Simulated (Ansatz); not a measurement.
Take ZnSiP$_{2}$ in the chalcopyrite structure (space group I-42d, No. 122; a = 5.306 Å, c = 10.380 Å) as the base. Axes: x, y, z lie along a, b, c of the conventional cell.

Now apply this change: tensile biaxial strain of 0.75 % in the plane normal to [001], as in epitaxy on a mismatched substrate; the out-of-plane cell vector and the atoms relax.

Computed with DFT with LDA, PAW potentials and a 420 eV plane-wave cutoff in Ansatz (an electronic-structure program), no SOC.

Base, band edges from the VBM (valence, conduction): M -1.24, 1.30; G -0.98, 2.27; R -0.98, 2.27; X -0.60, 1.93; Γ 0.00, 1.11; S₀ -0.68, 1.48; S -0.68, 1.48; N -0.88, 2.68; P -0.96, 2.67 eV.

Problem. Give the band edges at the high-symmetry points of the new zone, measured from its valence-band maximum.

Solution. 
```json
[
 {"point": "Γ", "valence edge (eV)": "0.00", "conduction edge (eV)": "1.02"},
 {"point": "X", "valence edge (eV)": "-0.64", "conduction edge (eV)": "1.87"},
 {"point": "P", "valence edge (eV)": "-1.04", "conduction edge (eV)": "2.58"},
 {"point": "N", "valence edge (eV)": "-0.90", "conduction edge (eV)": "2.67"},
 {"point": "M", "valence edge (eV)": "-1.29", "conduction edge (eV)": "1.31"},
 {"point": "S", "valence edge (eV)": "-0.67", "conduction edge (eV)": "1.48"},
 {"point": "S₀", "valence edge (eV)": "-0.67", "conduction edge (eV)": "1.48"},
 {"point": "R", "valence edge (eV)": "-1.00", "conduction edge (eV)": "2.20"},
 {"point": "G", "valence edge (eV)": "-1.00", "conduction edge (eV)": "2.20"}
]
```

The gap is 1.02 eV, direct at Γ.

Gaps are Kohn–Sham eigenvalue differences; semilocal functionals usually give less than the measured gap. Stability against distortions was not tested.
